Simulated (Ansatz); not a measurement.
Effect of biaxial strain +0.83 %, plane normal [111], relaxed out of plane on HfO2

Start from HfO2 in the fluorite structure (space group Fm-3m, No. 225; a = 5.0010 Å). Axes: x, y, z lie along the cube axes.

The change: biaxial strain +0.83 %, plane normal [111], relaxed out of plane (Cartesian); in-plane vectors clamped, the third vector and the atoms free.

The values are results of Kohn–Sham DFT with the LDA functional, run in Ansatz (a quantum-chemistry and plane-wave program) with PAW and 420 eV plane waves, no spin-orbit coupling, not measurements. Γ-centred 11×11×11 mesh, Fermi–Dirac width 0.05 eV.

```json
[
 {"quantity": "volume per atom", "base": "10.42 Å³", "changed": "10.49 Å³", "shift": "+0.07 Å³"},
 {"quantity": "space group", "base": "Fm-3m (No. 225)", "changed": "R-3m (No. 166)", "shift": "–"},
 {"quantity": "shortest interatomic distance", "base": "2.166 Å", "changed": "2.153 Å", "shift": "-0.013 Å"},
 {"quantity": "energy relative to the base (free energy F)", "base": "0 meV/atom", "changed": "+1.4 meV/atom", "shift": "+1.4 meV/atom"},
 {"quantity": "pressure (mean of the normal stresses, compression positive)", "base": "0.00 GPa", "changed": "-1.80 GPa", "shift": "-1.80 GPa"},
 {"quantity": "band gap", "base": "3.66 eV", "changed": "3.65 eV", "shift": "-0.01 eV"},
 {"quantity": "gap character", "base": "–", "changed": "direct at F", "shift": "–"},
 {"quantity": "out-of-plane strain", "base": "–", "changed": "-0.99 %", "shift": "–"},
 {"quantity": "ratio −ε⊥/ε∥", "base": "–", "changed": "1.20", "shift": "–"},
 {"quantity": "mean in-plane stress (compression positive)", "base": "–", "changed": "-2.7 GPa", "shift": "–"}
]
```

Final structure (turned so that z lies along the plane normal):

```
CELL_PARAMETERS angstrom
      3.56562     0.00000     0.00000
      1.78281     3.08792     0.00000
      1.78281    -1.02931     2.85864
ATOMIC_POSITIONS crystal
  Hf 0.00000 0.00000 0.00000
  O  0.49792 0.25104 0.75313
  O  0.50208 0.74896 0.24687
```

Cost of the whole job for the changed cell (relaxation, final SCF and bands): roughly 40 core-seconds.

With Hf present, leaving out spin-orbit coupling can change the band edges. Whether these cells are dynamically stable was not tested. This is not the structure that HfO2 has at room temperature and ambient pressure. k-point labels follow each cell's own Brillouin zone.
